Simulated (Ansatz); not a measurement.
C (R-3m), r2SCAN, rigid bands in Ansatz (a first-principles code): Condition of this run: biaxial stress in (111) of -44 GPa (compression positive) (the target of the relaxation). band gap 4.10 eV, N_c = 6.32e19 cm⁻³ and N_v = 3.05e19 cm⁻³ at 300 K, conductivity masses of 0.403 mₑ (electrons) and 0.442 mₑ (holes). Take k_BT = 0.02585 eV.

A film of it is 8 nm thick. Estimate the confinement energies in an infinite well.

ħ²π²/(2m t²) = 0.376 eV·nm²/(m/mₑ × t²) gives 14.6 meV for electrons and 13.3 meV for holes, so the gap would widen to about 4.13 eV. Finite barriers and nonparabolic bands lower this, and with several valleys or bands the heaviest mass along the normal sets the lowest level, not this average.

What built-in voltage has an abrupt junction with N_A = 1e16 and N_D = 1e17 cm⁻³, all dopants ionised?

V_bi = E_g/e − (k_BT/e) ln(N_c N_v/(N_A N_D)) = 4.10 − 0.02585 × 14.47 = 3.73 V. It follows the computed gap one for one.

What thermal injection velocity √(2k_BT/πm) limits a ballistic channel?

8.48e6 cm/s for electrons and 8.09e6 cm/s for holes, a ratio of √(m_h/m_e) = 1.05, for dilute carriers.

Rigid, parabolic bands with the computed gap; masses take one relaxation time for all states. Spin-orbit coupling is left out. Geometry: cell and atoms relaxed with PBEsol.
